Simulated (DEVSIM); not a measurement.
System: Al0.35Ga0.65As/GaAs n-p heterojunction, at 300 K.

Layer 1 from the left is Al0.35Ga0.65As, thickness (μm) 0.150, Nd (cm⁻³) 8.6e16, τn (s) 7.9e-10, τp (s) 7.9e-11. Layer 2 from the left is GaAs, thickness (μm) 0.740, Na (cm⁻³) 5.2e15, τn (s) 7.9e-10, τp (s) 7.9e-10.

Left contact: ohmic. Right contact: ohmic. Voltage is applied to the left contact. Recombination: SRH at mid-gap. Mobility is constant in doping.

Constants are typed, rounded textbook-type inputs, not results; the design itself was drawn at random and stands for no fabricated device. Values at 300 K.

Al0.35Ga0.65As: gap (eV) 1.8604, affinity (eV) 3.7935, permittivity 11.91, Nc (cm⁻³) 7.44e17, Nv (cm⁻³) 9e18, μn (cm²/Vs) 3495, μp (cm²/Vs) 176. GaAs: gap (eV) 1.424, affinity (eV) 4.07, permittivity 12.9, Nc (cm⁻³) 4.7e17, Nv (cm⁻³) 9e18, μn (cm²/Vs) 8500, μp (cm²/Vs) 400.

DEVSIM, 1D drift-diffusion, Boltzmann statistics, complete ionisation; no tunnelling, impact ionisation, image-force lowering or self-heating. Band offsets follow the typed affinities; no thermionic-emission limit at abrupt steps, no polarisation charge.

What does the simulation give for the dark forward voltage at 100 A/cm², the dark forward voltage at 1 A/cm²?

dark forward voltage at 100 A/cm² 1.029 V; dark forward voltage at 1 A/cm² 0.899 V.
